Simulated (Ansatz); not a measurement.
The reference is LiNbO$_{3}$ (space group R3c, No. 161; a = 5.0675 Å, c = 13.6873 Å (hexagonal axes)).

Computed with plane-wave PAW DFT at the LDA level (Ansatz, a first-principles code, 420 eV), no spin-orbit coupling.

For the base:

| Quantity | Value |
|---|---|
| Volume per atom | 10.15 Å³ |

It is then changed as follows: hydrostatic tension (pressure −1 GPa).

How does this affect the volume per atom?

The volume per atom grows by 0.08 Å³ (10.15 Å³ → 10.23 Å³).

Load acts through the strain it causes; cell and atoms are relaxed under it. Whether these cells are dynamically stable was not tested.
